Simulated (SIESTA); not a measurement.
A self-consistent single point of HfAl5Ni2 (I4/mmm, 8 atoms in the cell) with SIESTA.

Level of theory: SIESTA with LDA PW92, numerical atomic orbitals DZP, PseudoDojo LDA standard norm-conserving potentials (rewritten from UPF to PSML).

The change in words: lattice scaled by 0.98. Reference geometry:
```
HfAl5Ni2
1.0
   -1.99008     1.99008     7.19928
    1.99008    -1.99008     7.19928
    1.99008     1.99008    -7.19928
Hf Al Ni
1 5 2
Cartesian
  0.00000   0.00000   0.00000
  0.00000   1.99008   2.12220
  1.99008   0.00000   5.07707
  1.99008   0.00000   2.12220
  0.00000   1.99008   5.07707
  0.00000   0.00000   7.19928
  0.00000   0.00000   3.45680
  0.00000   0.00000  10.94175
```

Reference input (self-consistent single point, DFT, LDA PW92, numerical atomic orbitals DZP, PseudoDojo LDA standard norm-conserving potentials (rewritten from UPF to PSML)): XC.functional = LDA; XC.authors = PW92; potentials = PseudoDojo LDA standard; PAO.BasisSize = DZP; PAO.EnergyShift = 0.005 Ry; MeshCutoff = 400 Ry; kgrid.MonkhorstPack = 7 7 7; OccupationFunction = FD; ElectronicTemperature = 100 meV; MaxSCFIterations = 150; SCF.Mixer.Method = Pulay; SCF.Mixer.Weight = 0.25. This run's input differs from it in these lines:

```diff
@@ -13,5 +13,5 @@
 %block LatticeVectors
-    -1.990080000    1.990080000    7.199275000
-     1.990080000   -1.990080000    7.199275000
-     1.990080000    1.990080000   -7.199275000
+    -1.950278000    1.950278000    7.055290000
+     1.950278000   -1.950278000    7.055290000
+     1.950278000    1.950278000   -7.055290000
 %endblock LatticeVectors
@@ -20,9 +20,9 @@
      0.000000000    0.000000000    0.000000000  1
-     0.000000000    3.760706166    4.010381099  2
-     3.760706166    0.000000000    9.594276947  2
-     3.760706166    0.000000000    4.010381099  2
-     0.000000000    3.760706166    9.594276947  2
-     0.000000000    0.000000000   13.604658046  2
-     0.000000000   -0.000000000    6.532412607  3
-    -0.000000000    0.000000000   20.676903484  3
+    -0.000000000    3.685491287    3.930173755  2
+     3.685491287    0.000000000    9.402392074  2
+     3.685491287   -0.000000000    3.930173755  2
+     0.000000000    3.685491287    9.402392074  2
+     0.000000000    0.000000000   13.332565830  2
+    -0.000000000    0.000000000    6.401764809  3
+    -0.000000000    0.000000000   20.263366851  3
 %endblock AtomicCoordinatesAndAtomicSpecies
```

Output (repeated stretches shortened):

```
        iscf     Eharris(eV)        E_KS(eV)     FreeEng(eV)     dDmax    Ef(eV) dHmax(eV)
   scf:    1   -10857.905190   -10958.337203   -10958.447993  1.454680 -4.831662 27.507588
   scf:    2   -10824.692865   -10945.303076   -10945.358073  0.344169 -6.106883 31.763610
   scf:    3   -10999.622446   -10981.907278   -10981.980884  0.199136 -6.049710  9.059368
   scf:    4   -10985.065648   -10985.055023   -10985.122278  0.050476 -5.868014  0.842507
   scf:    5   -10985.096048   -10985.086638   -10985.154393  0.035885 -5.899584  0.387435
   [... 3 lines left out ...]
   scf:    9   -10985.095013   -10985.095588   -10985.164269  0.001240 -5.908237  0.055793
   scf:   10   -10985.095602   -10985.095683   -10985.164377  0.000574 -5.906741  0.016580
   scf:   11   -10985.095698   -10985.095691   -10985.164383  0.000038 -5.906856  0.010602
   scf:   12   -10985.095702   -10985.095698   -10985.164387  0.000075 -5.907078  0.000135
SCF Convergence by DM+H criterion
max |DM_out - DM_in|         :     0.0000754834
max |H_out - H_in|      (eV) :     0.0001354805
SCF cycle converged after 12 iterations

Using DM_out to compute the final energy and forces

siesta: E_KS(eV) =           -10985.0957

siesta: E_KS - E_eggbox =    -10985.0957

siesta: Atomic forces (eV/Ang):
     1   -0.000000   -0.000000    0.000000
     2   -0.000036   -0.000058   -0.134761
     3    0.000036    0.000058    0.134761
     4   -0.000058   -0.000036   -0.134761
     5    0.000058    0.000036    0.134761
     6    0.000000    0.000000    0.000001
     7   -0.000717   -0.000717    0.081905
     8    0.000717    0.000717   -0.081905
   Tot   -0.000000   -0.000000    0.000000
   Max    0.134761
   Res    0.059882    sqrt( Sum f_i^2 / 3N )
   Max    0.134761    constrained

   [... lines left out ...]
siesta: FreeEng =    -10985.164387
   [... lines left out ...]
siesta:    -0.019963    0.000000    0.000004
siesta:     0.000000   -0.019963    0.000004
siesta:     0.000004    0.000004   -0.021148

siesta: Cell volume =        107.341560 Ang**3

siesta: Pressure (static):
siesta:                Solid            Molecule  Units
siesta:           0.00022173          0.00021565  Ry/Bohr**3
siesta:           0.02035813          0.01980042  eV/Ang**3
siesta:          32.61731893         31.72376925  kBar
```

The run converged in 12 iterations. Against the reference run the free energy falls by 6.9 meV/atom, the pressure goes from -5.41 to 3.26 GPa and the largest force goes from 0.060 to 0.135 eV/Å.

The starting cell comes from a database of computed structures (which also holds hypothetical and non-ambient phases and stackings), without a prior relaxation at this level. For this run, on top of that: lattice scaled by 0.98. Spin polarisation is off. Values carry the incompleteness of an atom-centred basis. With a pressure of about 3 GPa the cell is away from its equilibrium volume at this level.

Cost on one core of a shared machine: roughly 8 min.
